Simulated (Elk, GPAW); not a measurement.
An Elk input for a self-consistent single point of Cu3Sb (Pm-3m, 4 atoms in the cell) (DFT, PBEsol, all-electron FP-LAPW, Elk's shipped species files, APW+lo basis with extra local orbitals):

```
tasks
  0

xctype
  22

rgkmax
  7.5

gmaxvr
  16.0

nxlo
  2

lorbcnd
  .true.

rmtscf
  0.99

lmaxi
  2

stype
  0

swidth
  0.00183747

maxscl
  100

scale
  1.889726125

avec
    3.9390420000    0.0000000000    0.0000000000
    0.0000000000    3.9390420000    0.0000000000
    0.0000000000    0.0000000000    3.9390420000

sppath
  'species/'

atoms
  2
  'Cu.in'
  3
  0.5000000000  0.5000000000  0.0000000000    0.0 0.0 0.0
  0.0000000000  0.5000000000  0.5000000000    0.0 0.0 0.0
  0.5000000000  0.0000000000  0.5000000000    0.0 0.0 0.0
  'Sb.in'
  1
  0.0000000000  0.0000000000  0.0000000000    0.0 0.0 0.0

ngridk
  8 8 8
```

Task: Translate this input to GPAW.

Result: One input that does it (others would too):

```python
from ase import Atoms
from ase.units import GPa
from gpaw import GPAW

atoms = Atoms(['Cu', 'Cu', 'Cu', 'Sb'],
              cell=[[3.939042, 0.000000, 0.000000],
                    [0.000000, 3.939042, 0.000000],
                    [0.000000, 0.000000, 3.939042]],
              positions=[[1.969521, 1.969521, 0.000000],
                         [0.000000, 1.969521, 1.969521],
                         [1.969521, 0.000000, 1.969521],
                         [0.000000, 0.000000, 0.000000]],
              pbc=True)

calc = GPAW(mode={'name': 'pw', 'ecut': 850},
            xc='PBEsol',
            kpts={'size': (8, 8, 8), 'gamma': True},
            occupations={'name': 'methfessel-paxton', 'width': 0.05, 'order': 0},
            nbands=-10,
            convergence={'density': 1e-05},
            symmetry={'symmorphic': False, 'tolerance': 0.0005},
            maxiter=100,
            txt='-')

atoms.calc = calc

energy = atoms.get_potential_energy()
print('Energy (eV):', round(energy, 6))
forces = atoms.get_forces()
print('Forces (eV/Ang):')
print(forces.round(5))
stress = atoms.get_stress()
print('Stress (GPa, Voigt):', (stress / GPa).round(4))
```

Basis settings and potentials, where a program has them, do not carry over. This input uses DFT PBEsol, plane waves, GPAW PAW datasets PBEsol (made by gpaw-setup).

The starting cell comes from a database of computed structures (which also holds hypothetical and non-ambient phases and stackings), without a prior relaxation at this level. Its lattice was rescaled by a random factor within 2.5 % of one.
